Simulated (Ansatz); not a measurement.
We look at the formation energy of BiWN3 (R3c) from the elements. Reaction: Bi (R-3m) + W (bcc) + 3/2 N2 (gas) → BiWN3 (R3c). A negative value means that the right-hand side lies lower. The value is per atom of the solid.

BiWN3 (R3c), 10 atoms in the cell; this is a cell from a database of computed structures that this text hasn't matched to a measured one; spin state with PBE: run without spin, k-point mesh 8×8×8 on the run's own vectors.
```xyz
10
Lattice="2.8417 1.6407 4.7847 -2.8417 1.6407 4.7847 0.0000 -3.2813 4.7847" Properties=species:S:1:pos:R:3 pbc="T T T"
Bi     0.0000     0.0000     7.4029
Bi     0.0000     0.0000     0.2259
W      0.0000     0.0000    11.2582
W      0.0000     0.0000     4.0811
N     -1.2634     1.1406     3.2614
N     -0.3561    -1.6644     3.2614
N      1.6194     0.5238     3.2614
N      0.3561     1.6170     5.6538
N      1.2223    -1.1168     5.6538
N     -1.5784    -0.5001     5.6538
```

Bi (R-3m), 2 atoms in the cell, k-point mesh 16×16×16 on the run's own vectors. Conventional cell: a = b = 4.580 Å, c = 12.191 Å, α = β = 90.00°, γ = 120.00°.

W (bcc, Im-3m), 1 atom in the cell; spin state with PBE: run without spin, k-point mesh 26×26×26 on the run's own vectors. Conventional cell: a = b = c = 3.184 Å, α = β = γ = 90.00°.

An isolated N2 molecule (singlet) in a box of 11 × 11 × 13 Å.

All numbers come from Ansatz (a first-principles code), plane waves with PAW, its default PAW set, cutoff 420 eV, 500 eV for r2SCAN. The structures are at rest with PBE; other levels are single points on them. HSE06 runs on coarser k-point meshes, mended by the PBE difference between the two meshes. Some cells are metallic or hold partly filled levels, where a hybrid on a coarse mesh is less sure. Neutral cells; Fermi-Dirac smearing of at most 0.10 eV in the solids, energies taken to zero width. The lattices are those relaxed with PBE, so at other levels the solids can be strained, which adds to the spread. A dispersion term (D3(BJ), or D4 for r2SCAN) was computed beside these levels and is taken off wherever the name lacks it. Static lattices, no vibrational contributions. Cells are local rest points, mostly with their start's symmetry. Spin-orbit coupling is left out. No Hubbard U is applied.

Task: What value does r2SCAN give?

Result: 0.04 eV/atom, for Bi (R-3m) + W (bcc) + 3/2 N2 (gas) → BiWN3 (R3c).

Task: List the value at the remaining levels and say how far they part.

Result: 
```
Functional  value (eV/atom)  less r2SCAN
----------  ---------------  -----------
HSE06                  0.23         0.19
```

The levels shown span 0.19 eV/atom, from r2SCAN (0.04) to HSE06 (0.23).
